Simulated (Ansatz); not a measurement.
The reference is GaAs in the zinc blende structure (space group F-43m, No. 216; a = 5.659 Å).

One thing is altered: Al replaces 25.0 % of the Ga, ordered in a cell of 8 atoms (starting symmetry Cm) and fully relaxed.

The other end (x = 1) is AlAs in the zinc blende structure (space group F-43m, No. 216): 22.84 Å³/atom, gap 1.34 eV.

Levels (all Ansatz, a program for electronic structure, PAW): PBEsol (420 eV, no spin-orbit coupling); HSE06 (420 eV, without spin-orbit coupling).

The geometry is relaxed with PBEsol.

| Property | Value |
|---|---|
| PBEsol band gap | 0.68 eV |

**Question.** Predict the band gap from HSE06.

**Answer.** The band gap rises by 0.94 eV (0.68 eV → 1.62 eV).

Single points use the geometry relaxed with PBEsol. Each cell is one ordered arrangement of few atoms, which overstates ordering effects compared with a random alloy. Stability against distortions was not tested.
